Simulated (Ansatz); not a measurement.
Here is the system:

```yaml
crystal:
  lattice:
    - [3.07595, 0.00000, 0.02061]
    - [-1.53798, 2.66385, -0.01030]
    - [0.03382, 0.00000, 5.04778]
  atoms:
    - { symbol: Si, position: [0.33265, 0.66664, 0.99960] }
    - { symbol: Si, position: [0.66601, 0.33336, 0.49960] }
    - { symbol: C, position: [0.33404, 0.66674, 0.37540] }
    - { symbol: C, position: [0.66731, 0.33326, 0.87540] }
```

No spin polarisation.

The values are results of PBEsol in Ansatz (plane waves to 420 eV, PAW, no spin-orbit coupling), not measurements. Γ-centred 12×12×7 mesh, Fermi–Dirac width 0.05 eV.

Problem. What electron mass does the calculation give?

Solution. 0.26 mₑ along z, 0.43 mₑ across (off the special points).

Problem. What is the computed band gap?

Solution. 2.10 eV.

Problem. Predict the pressure (mean of the normal stresses, compression positive).

Solution. 0.00 GPa.

Problem. What gap character does the calculation give?

Solution. Indirect, Γ → k = (1/3, 1/3, 0) in the run's primitive reciprocal basis.

The cells carry an imposed strain or load. Effective masses come from finite differences of ±0.01 Å⁻¹. Whether these cells are dynamically stable was not tested. The cell was made from SiC in the wurtzite structure (space group P6_3mc, No. 186) by this change: tensor shear ε_xz = +0.67 %.

Ansatz is an electronic-structure program.
